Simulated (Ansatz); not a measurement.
Inside the gap of an insulator the Bloch states are evanescent, with a wavenumber k + iκ along the transport direction.

Here is the system:

```xyz
8
Lattice="3.0757 0.0000 0.0000 0.0000 10.0707 0.0000 1.5378 0.0000 2.6636" Properties=species:S:1:pos:R:3 pbc="T T T"
Si     3.0757     0.6260     1.7758
Si     1.5378     5.6613     0.8879
Si     0.0000     3.1432     0.0000
Si     0.0000     8.1785     0.0000
C      3.0757     2.5197     1.7758
C      1.5378     7.5550     0.8879
C      0.0000     5.0307     0.0000
C      0.0000    10.0660     0.0000
```

The cell is taken as given.

Transport runs along the normal of the first two printed cell vectors, the (100) plane of the conventional cell.

The gap is the functional's own, uncorrected, and κ follows it; spin-orbit coupling is left out. Mid-gap means the computed energy nearest the middle.

Predict the band gap and the smallest decay constant κ at mid-gap from r2SCAN run with Ansatz (a first-principles code).

Gap 2.60 eV on a 12×4×12 mesh; κ = 0.245 1/Å, at (0.500, 0.000) of the in-plane reciprocal vectors. At the zone centre the slowest state has κ = 0.28 1/Å.
